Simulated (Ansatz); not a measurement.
The reference is Te (space group P3_121, No. 152; a = 4.624 Å, c = 5.904 Å; made of chains). Axes: x lies along a and z along c of the hexagonal cell.

Level of theory: DFT with r2SCAN, PAW potentials and a 500 eV plane-wave cutoff in Ansatz (a quantum-chemistry and plane-wave program), spin-orbit coupling left out, earlier PAW set.

Before the change:

```
Item                                   Result
-------------  ------------------------------
Gap character  indirect, L–H (80 % along) → H
Band gap                              0.54 eV
Pressure                             0.00 GPa
```

Now apply this change: uniaxial strain ε_zz = +0.72 %, all other strain components held at zero, atoms relaxed at fixed cell.

Question: Predict the new gap character.

Answer: The gap character is still indirect, L–H (80 % along) → H.

Question: How does this affect the band gap?

Answer: The band gap decreases by 0.04 eV (0.54 eV → 0.50 eV).

Question: Predict the new pressure.

Answer: The pressure (mean of the normal stresses, compression positive) goes from zero to -0.22 GPa.

With Te present, leaving out spin-orbit coupling can change the band edges. Stability against distortions was not tested. No dispersion term is included, though the crystal is made of layers, chains or molecules, so its spacings can come out too wide.
